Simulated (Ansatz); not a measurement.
Worked example: self-consistent single point of BaSrI4 (R-3m, 6 atoms in the cell) in Ansatz (a quantum-chemistry and plane-wave program).

Level of theory: PBEsol, PAW files made with PBE (plane waves; Ansatz).

```yaml
crystal:
  lattice:
    - [2.93501, 1.69453, 9.36382]
    - [-2.93501, 1.69453, 9.36382]
    - [0.00000, -3.38906, 9.36382]
  atoms:
    - { symbol: Ba, position: [0.00000, 0.00000, 0.00000] }
    - { symbol: Sr, position: [0.50000, 0.50000, 0.50000] }
    - { symbol: I, position: [0.62280, 0.62280, 0.62280] }
    - { symbol: I, position: [0.37720, 0.37720, 0.37720] }
    - { symbol: I, position: [0.87091, 0.87091, 0.87091] }
    - { symbol: I, position: [0.12909, 0.12909, 0.12909] }
```

Reference input (self-consistent single point, DFT, PBEsol, plane waves, PAW files made with PBE): basis.ecutwfc = 420 eV; kpoints.mp_grid.grid = 3 3 3; hamiltonian.xc = pbesol; hamiltonian.pseudopotentials = {kind: paw} (the program's default PAW files); scf.occupations.method = fixed. This run's input differs from it in these lines:

Ansatz 0.2 input:
```diff
@@ -16,3 +16,3 @@
 kpoints:
-  mp_grid: { grid: [3, 3, 3] }
+  mp_grid: { grid: [7, 7, 7] }
 hamiltonian:
```

The program printed (abridged):

```
SCF iter   1: F=—  HF=-39098.314088 eV  |F-HF|=—  |Δ(HF+E_count)|=         —  Δρ=3.59e-2  dr2=1.03e1  ethr=3.10e-3  ⟨swp⟩=8.0  Hψ=9588  notcnv=0  defer=297
all-band conjugate gradients solve this SCF's bands
preconditioner: auto → Resta (q_TF=auto, 2.250 Å⁻¹)
SCF iter   2: F=—  HF=-39095.318705 eV  |F-HF|=—  |Δ(HF+E_count)|=    3.00e0  Δρ=1.35e-2  dr2=1.47e0  ethr=3.10e-3  ⟨swp⟩=5.2  Hψ=5477  notcnv=0  defer=283
   [... lines left out ...]
SCF iter   7: F=—  HF=-39094.848205 eV  |F-HF|=—  |Δ(HF+E_count)|=   6.72e-4  Δρ=5.03e-5  dr2=1.48e-5  ethr=2.26e-7  ⟨swp⟩=3.3  Hψ=4370  notcnv=0  defer=306
SCF iter   8: F=—  HF=-39094.848400 eV  |F-HF|=—  |Δ(HF+E_count)|=   1.96e-4  Δρ=1.67e-5  dr2=1.16e-6  ethr=1.68e-8  ⟨swp⟩=2.5  Hψ=4391  notcnv=0  defer=304
SCF iter   9: F=—  HF=-39094.848407 eV  |F-HF|=—  |Δ(HF+E_count)|=   6.88e-6  Δρ=4.90e-6  dr2=1.06e-7  ethr=1.31e-9  ⟨swp⟩=2.3  Hψ=4202  notcnv=0  defer=304
SCF iter  10: F=-39094.848408 eV  HF=-39094.848408 eV  |F-HF|=3.40e-8  |Δ(HF+E_count)|=   9.11e-7  Δρ=1.35e-6  dr2=6.27e-9  ethr=1.14e-10  ⟨swp⟩=23.0  Hψ=16815  notcnv=0
SCF 1 converged in 10 iterations: F = -39094.848408 eV  dr2 = 6.27e-9
Free energy (F): -39094.848408 eV
Internal energy: -39094.848408 eV  (E = F + TS)
E sigma→0 (E₀):  -39094.848408 eV
Fermi energy:    4.295846 eV
--- Forces (eV/Å), atoms counted from 1 ---
  atom   1  Ba    -0.00000000     0.00000000     0.00000000
  atom   2  Sr     0.00000000     0.00000000     0.00000000
  atom   3  I     -0.00000000    -0.00000000    -0.00719143
  atom   4  I      0.00000000     0.00000000     0.00719143
  atom   5  I      0.00000000     0.00000000     0.05534777
  atom   6  I     -0.00000000    -0.00000000    -0.05534777
--- Stress (GPa, compression-positive) ---
       -1.536243       0.000000      -0.000000
        0.000000      -1.536243       0.000000
       -0.000000       0.000000      -1.487780
  P = ⅓ Tr σ = -1.5201 GPa (-15.201 kbar)
  The stress holds the Pulay correction. Without it, at fixed plane waves, as pw.x and ABINIT print it: P = -1.5318 GPa
```

The run converged in 10 iterations. Against the reference run the free energy stays essentially unchanged (within 1 meV/atom), the pressure stays at -1.52 GPa, the largest force stays at 0.055 eV/Å and the gap on the mesh goes from 3.614 to 3.362 eV.

The starting cell comes from a database of computed structures (which also holds hypothetical and non-ambient phases and stackings), without a prior relaxation at this level. Spin-orbit coupling is off. Ansatz's pressure includes its estimate of the finite-basis (Pulay) stress.

Cost on one core of a shared machine: roughly 40 s.
